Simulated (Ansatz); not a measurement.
LiCl (Fm-3m), Ansatz (a program for electronic structure) with PBEsol, rigid bands: N_v = 8.81e20 cm⁻³ at 300 K and a hole conductivity mass of 1.67 mₑ.

Q: For 1e16 holes per cm³ at 300 K, place the Fermi level, estimate the Seebeck coefficient of a parabolic band with constant τ, and give mobility and conductivity for τ = 20 fs.

A: The level lies k_BT ln(N_v/p) = 0.294 eV above the valence-band maximum. S ≈ +(k_B/e)[ln(N_v/p) + 5/2] = 1197 μV/K, against 1163 μV/K from the full bands (mean over directions). μ = eτ/m = 21.1 cm²/(V·s) and σ = peμ = 0.0337 S/cm. τ is assumed, not computed.

Band transport and this doping are assumed; polarons and phonon drag are left out. Spin-orbit coupling is left out; where it splits the top of the valence band, N_v and the p-type Seebeck coefficient come out somewhat high without it.
